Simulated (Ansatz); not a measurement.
Consider this model of amorphous silicon oxide (Si₂₄O₄₉).

```xyz
73
Lattice="10.3274 0.0000 0.0000 0.0000 10.3274 0.0000 0.0000 0.0000 10.3274" Properties=species:S:1:pos:R:3 pbc="T T T"
Si     3.3897     0.1694     0.7551
Si     4.2780     3.9122     8.4652
Si     8.3821     8.2315     1.0494
Si     5.5891     4.5138     6.0073
Si     4.8540     9.4785     4.0232
Si     5.7371     1.2059     1.9895
Si     9.4344     5.9843     9.3697
Si     1.9211     9.2269     3.3136
Si     0.1948     7.3918     6.6499
Si     6.0869     8.5203     7.3257
Si     8.6732    10.0426     6.6845
Si     2.9070     8.6038     7.6498
Si     9.6065     1.7811     8.7821
Si     0.8692     5.2161     1.3999
Si    10.1095     1.0480     4.1261
Si     5.5106     8.1645     0.0454
Si     3.1966     6.3766    10.0439
Si     8.7077     0.9164     1.2007
Si     6.6742     6.9648     4.9603
Si     7.3363     4.0017     8.2896
Si     2.3148     1.3393     8.5355
Si     9.8517     7.0072     3.6043
Si     4.5924     2.0886     4.3758
Si     1.7192     3.3775     3.6483
O      7.1230     1.3471     1.1679
O      4.4500     4.8750     7.1326
O      5.6948     2.3019     3.1836
O      9.1335     0.3832     8.0921
O      0.0233     6.6164     5.1967
O      5.7682     5.5999     4.7964
O      4.3726     1.4322     1.1272
O      9.2664     1.0159     2.7221
O      9.4492     8.6181     6.5852
O      7.0347     9.7819     6.8023
O      8.9361     8.0558     2.5933
O     10.1885     6.4461     7.9682
O      1.7316     7.9709     6.6912
O      2.3961     9.8294     1.8637
O      8.5077     2.8731     8.2880
O      9.5388     1.7779     0.0963
O      3.0815     2.4654     3.8414
O      0.9312     7.9441     3.2856
O      2.5535    10.2211     7.7607
O      2.8202     7.5882     8.9689
O      2.0944     4.6591     4.6212
O      1.0737     0.0468     4.1140
O      1.4865     3.8321     2.0717
O      6.7459     7.2121     6.5822
O      9.1023     0.6426     5.3755
O     10.1898     5.7440     2.5896
O      4.6702     0.5329     4.9100
O      5.8916     8.2901     4.4202
O      6.2494     8.2967     8.9236
O      3.4659     2.4871     8.2318
O      0.4192     2.5543     4.2270
O      2.0808     6.2447     0.9181
O      3.3868     4.8542     9.4602
O      6.7620     8.0843     1.0920
O      8.1565     6.7522     4.2516
O      5.8542     3.6065     8.9459
O      5.0871     3.0508     5.5442
O      0.8328     2.0151     8.2817
O      4.6619     6.8008     0.3133
O      9.1111     7.2843    10.2935
O      8.8302     9.7267     0.6511
O      4.4368     9.3995     0.1248
O      4.4544     8.5999     7.0394
O      7.0523     4.3396     6.7169
O      3.3580     8.8210     3.9892
O      5.5220    10.0281     2.6281
O      0.0215     4.9826    10.3171
O      7.9936     5.2856     9.0534
O      2.3285     0.8566    10.0810
```

Method: PBE, scalar-relativistic without spin-orbit coupling (plane waves to 420 eV, PAW; Ansatz, a program for electronic structure). The usual formal charges leave 2 holes over, so the level spacing at the Fermi energy parts defect or band states and needn't be the band gap. In the spin-polarised cell the level spacing at the Fermi energy can part levels of unlike spin.

A CHGNet melt-quench gave the starting glass, which DFT then relaxed. O atoms were pushed apart under 1.9 Å during the dynamics, to hinder bonds among them. The hot cell started wider than the set density and was brought back towards it in steps. It is the lowest in DFT energy of 2 quenches. It is a model cell: composition and starting density were chosen by hand, and all elements were melted together. No dispersion term was used. Its density started from a set value of 2.20 and ended at 2.20 g/cm³. The quench (nominally 400 K/ps over its main leg) was far faster than any real one, so the model tends to hold more defects than a real film. One small periodic cell is one sample of the glass; other quenches scatter about these values. The volume was held where the preparation left it, at a PBE pressure of -2.1 GPa (tension). Stress components on the final sampling reach 5.0 GPa.

Neighbours within Si-Si 2.60 Å, Si-O 1.96 Å, O-O 1.58 Å count as bonded. Two cations that share two anions don't count as bonded, nor two that share one unless they lie closer than Si-Si 2.38 Å.

Question: Give the coordination numbers, mean bond lengths and angles.

Answer: 
* **Mean coordination of Si by anions**: 4.04 (23 with 4, 1 with 5)
* **Mean coordination of O**: 1.98 (1 with 1, 48 with 2)
* **Mean Si-O bond**: 1.645 Å (spread 0.028 Å, 97 counted)
* **Bond angle at Si**: mean 109.3°, spread 8.0°
* **Bond angle at O**: mean 143.6°, spread 13.6°

Question: Which atoms depart from the most common coordination of their element?

Answer: Si22 has 5 (O50 1.66 Å, O29 1.71 Å, O42 1.72 Å, O35 1.72 Å, O59 1.83 Å); O45 has 1 (Si24 1.65 Å).

Question: List the pairs of like atoms that count as bonded by the rules above.

Answer: There are none by these rules.
